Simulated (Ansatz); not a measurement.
# A computed series for TiN: response to strain

Base system: TiN in the rock salt structure (space group Fm-3m, No. 225; relaxed with 0.1 eV smearing).

```yaml
crystal:
  lattice:
    - [0.00000, 2.11696, 2.11696]
    - [2.11696, 0.00000, 2.11696]
    - [2.11696, 2.11696, 0.00000]
  atoms:
    - { symbol: N, position: [0.00000, 0.00000, 0.00000] }
    - { symbol: Ti, position: [0.50000, 0.50000, 0.50000] }
```

Cartesian axes are those of the cell as printed.

Strains are applied to the cell and any free atomic positions relax; under biaxial strain the out-of-plane vector relaxes too.

All numbers come from r2SCAN/PAW in Ansatz (a quantum-chemistry and plane-wave program), no spin-orbit coupling, earlier PAW set.

Candidates:
(a) isotropic strain −0.54 %
(b) tensor shear ε_xy = −1.83 %
(c) strain tensor (xx, yy, zz, yz, xz, xy) = (−0.76, −0.70, +2.36, +0.79, +0.10, +1.10) %
(d) biaxial strain +2.38 %, plane normal [001], relaxed out of plane
(e) biaxial strain +2.30 %, plane normal [001], relaxed out of plane

Notes on the quantities. energy relative to the base: free energy F.

Problem. Order them by energy relative to the base, lowest first.

Solution. (a) isotropic strain −0.54 % (+2.3 meV/atom), (b) tensor shear ε_xy = −1.83 % (+7.1 meV/atom), (c) strain tensor (xx, yy, zz, yz, xz, xy) = (−0.76, −0.70, +2.36, +0.79, +0.10, +1.10) % (+13 meV/atom), (e) biaxial strain +2.30 %, plane normal [001], relaxed out of plane (+20 meV/atom), (d) biaxial strain +2.38 %, plane normal [001], relaxed out of plane (+21 meV/atom)

Whether these cells are dynamically stable was not tested. The final runs are not spin-polarised. An odd electron count without spin: TiN.
